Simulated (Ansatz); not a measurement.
A zone-centre phonon calculation of Ni3Ge (Pm-3m, 4 atoms in the cell) with Ansatz (a program for electronic structure).

Level of theory: LDA (PW92), default PAW files made with PBE (plane waves; Ansatz).

```yaml
crystal:
  lattice:
    - [3.54092, 0.00000, 0.00000]
    - [0.00000, 3.54092, 0.00000]
    - [0.00000, 0.00000, 3.54092]
  atoms:
    - { symbol: Ni, position: [0.50000, 0.00000, 0.50000] }
    - { symbol: Ni, position: [0.00000, 0.50000, 0.50000] }
    - { symbol: Ni, position: [0.50000, 0.50000, 0.00000] }
    - { symbol: Ge, position: [0.00000, 0.00000, 0.00000] }
```

Reference input (self-consistent single point, DFT, LDA (PW92), plane waves, default PAW files made with PBE): basis.ecutwfc = 420 eV; kpoints.mp_grid.grid = 9 9 9; hamiltonian.xc = lda; hamiltonian.pseudopotentials = {kind: paw} (the program's default PAW files); scf.occupations.method = gaussian; scf.occupations.width = 0.1 eV. This run's input differs from it in these lines:

```diff
@@ -20,6 +20,5 @@
   occupations: { method: gaussian, width: 0.1 }
-output:
-  forces: true
-  eigenvalues: true
-  stress: true
+  convergence: { dr2_threshold: 1.0e-03 eV }
+phonons:
+  method: dfpt
```

Output, abridged:

```
SCF iter   1: F=—  HF=-21537.236529 eV  |F-HF|=—  |Δ(HF+E_count)|=         —  Δρ=1.88e-2  dr2=6.48e-2  ethr=1.77e-3  ⟨swp⟩=5.4  Hψ=16342  notcnv=0  defer=46
all-band conjugate gradients solve this SCF's bands
preconditioner: auto → Kerker (q_TF=auto, 2.929 Å⁻¹)
SCF iter   2: F=—  HF=-21537.222131 eV  |F-HF|=—  |Δ(HF+E_count)|=   1.44e-2  Δρ=4.73e-3  dr2=3.66e-3  ethr=9.53e-5  ⟨swp⟩=2.2  Hψ=9624  notcnv=0  defer=227
SCF iter   3: F=—  HF=-21537.221404 eV  |F-HF|=—  |Δ(HF+E_count)|=   7.27e-4  Δρ=1.76e-3  dr2=7.45e-4  ethr=5.38e-6  ⟨swp⟩=1.7  Hψ=5414  notcnv=0  defer=227
SCF iter   4: F=—  HF=-21537.221181 eV  |F-HF|=—  |Δ(HF+E_count)|=   2.23e-4  Δρ=4.13e-4  dr2=1.01e-4  ethr=1.10e-6  ⟨swp⟩=2.3  Hψ=7433  notcnv=0  defer=227
SCF iter   5: F=—  HF=-21537.221153 eV  |F-HF|=—  |Δ(HF+E_count)|=   2.85e-5  Δρ=2.94e-4  dr2=4.82e-5  ethr=1.48e-7  ⟨swp⟩=2.0  Hψ=5686  notcnv=0  defer=227
SCF iter   6: F=-21537.221140 eV  HF=-21537.221140 eV  |F-HF|=3.21e-7  |Δ(HF+E_count)|=   1.29e-5  Δρ=4.36e-5  dr2=6.29e-7  ethr=7.09e-8  ⟨swp⟩=12.1  Hψ=45684  notcnv=0
SCF 1 converged in 6 iterations: F = -21537.221140 eV  dr2 = 6.29e-7
DFPT response loops at Γ: preconditioner auto → Kerker (q_TF=auto, 2.929 Å⁻¹) (partly filled bands, converged f_vac=0.000) …
Free energy (F): -21537.221140 eV
Internal energy: -21537.211065 eV  (E = F + TS)
E sigma→0 (E₀):  -21537.216102 eV
Entropy (-TS):   -0.010075 eV (-2.519 meV/atom)
Fermi energy:    18.093556 eV
--- Phonons (Γ-DFPT): 3 representative perturbations + reference, on 125 of 729 k-points (Σ response iterations 11) ---
  k mesh reduced under 8 symmetry operations, with k and −k counted as one. Each operation leaves every solved displacement unchanged or reverses it
  ASR residual: 1.690e-2 → 0.000e0 eV/Å²; symmetrization residual: 1.267e-6 eV/Å²
  ASR residual per site (eV/Å²): 1.69e-2 1.69e-2 1.69e-2 1.67e-2
  Γ frequencies (cm⁻¹): 0.00 0.00 0.00 154.25 154.25 154.25 181.77 181.77 181.77 276.95 276.95 276.95
  non-analytic LO–TO correction: not included (Born effective charges unavailable; polar crystals: no LO–TO splitting at Γ)
```

The run converged in 6 iterations. 

Summary of the result:
| Item | Result |
|---|---|
| Free energy E − TS (on the zero of these files) | -21537.2211 eV |
| Fermi level (on the code's own zero) | 18.09 eV |
| Zone-centre frequencies (cm⁻¹; negative means imaginary) | 0, 0, 0, 154, 154, 154, 182, 182, 182, 277, 277, 277 |

The starting cell comes from a database of computed structures (which also holds hypothetical and non-ambient phases and stackings), without a prior relaxation at this level. Its lattice was rescaled by up to half a per cent. Spin polarisation is off.

Cost on one core of a shared machine: roughly 30 s.

Keys are those of Ansatz 0.2.
